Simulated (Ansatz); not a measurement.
## Response to strain in Al2Pt

Consider Al$_{2}$Pt (space group Fm-3m, No. 225; a = 5.897 Å; relaxed with 0.1 eV smearing).

Strains are applied to the cell and any free atomic positions relax.

Method: PBEsol (Ansatz, a program for electronic structure; PAW; 420 eV plane waves; no spin-orbit coupling).

Notes on the quantities. energy relative to the base: free energy F.

```
variant                    pressure  energy relative to the base  shortest interatomic distance
------------------------  ---------  ---------------------------  -----------------------------
base                        0.0 GPa                   0 meV/atom                        2.553 Å
isotropic strain −2.00 %    9.6 GPa                 +29 meV/atom                        2.502 Å
isotropic strain −1.50 %    7.0 GPa                 +16 meV/atom                        2.515 Å
isotropic strain −1.00 %    4.5 GPa                +6.9 meV/atom                        2.528 Å
isotropic strain −0.50 %    2.2 GPa                +1.7 meV/atom                        2.541 Å
isotropic strain +1.00 %   -3.9 GPa                +6.4 meV/atom                        2.579 Å
isotropic strain +1.50 %   -5.6 GPa                 +14 meV/atom                        2.592 Å
isotropic strain +2.00 %   -7.2 GPa                 +25 meV/atom                        2.604 Å
isotropic strain +2.50 %   -8.7 GPa                 +38 meV/atom                        2.617 Å
isotropic strain +3.00 %  -10.1 GPa                 +54 meV/atom                        2.630 Å
```

Whether these cells are dynamically stable was not tested. All final runs are without spin polarisation.
